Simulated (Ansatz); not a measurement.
The starting structures come from a database of crystals and need not be the phases stable at ambient conditions.

 Where the default PAW files enter, the runs use the earlier of Ansatz's two default sets.

Inside the gap of an insulator the Bloch states are evanescent, with a wavenumber k + iκ along the transport direction.

Data:

```xyz
18
Lattice="5.6113 0.0000 0.0000 0.2669 5.7514 0.0000 -1.4068 -1.3134 6.2987" Properties=species:S:1:pos:R:3 pbc="T T T"
Zn     2.9361     3.6515     3.1500
Zn     1.5353     0.7865     3.1487
Zn     4.3811     0.4287     5.1127
Zn     0.0903     4.0093     1.1861
H      2.0706    -0.6175     5.1681
H      2.4008     5.0555     1.1306
P      0.0971     3.3595     4.5559
P      4.3743     1.0785     1.7429
O      0.0682    -1.0822     5.3363
O      4.4032     5.5202     0.9624
O     -0.7279     2.3758     5.4509
O      5.1993     2.0622     0.8478
O      1.4674     2.6965     4.1912
O      3.0040     1.7415     2.1076
O     -0.4527     0.7929     3.0656
O      4.9241     3.6451     3.2331
O      2.6433    -0.3282     4.4230
O      1.8281     4.7661     1.8758
```

Space group of this cell: P-1. The cell is taken as given; by r2SCAN its mean pressure is -6.0 GPa.

Transport runs along the normal of the first two printed cell vectors.

The gap is the functional's own. No spin-orbit coupling. Mid-gap values are interpolated on the energy grid.

Q: Give the band gap and the smallest decay constant κ at mid-gap that r2SCAN (Ansatz, a quantum-chemistry and plane-wave program) yields.

A: Gap 3.78 eV on a 6×6×6 mesh; κ = 0.377 1/Å, at the zone centre.
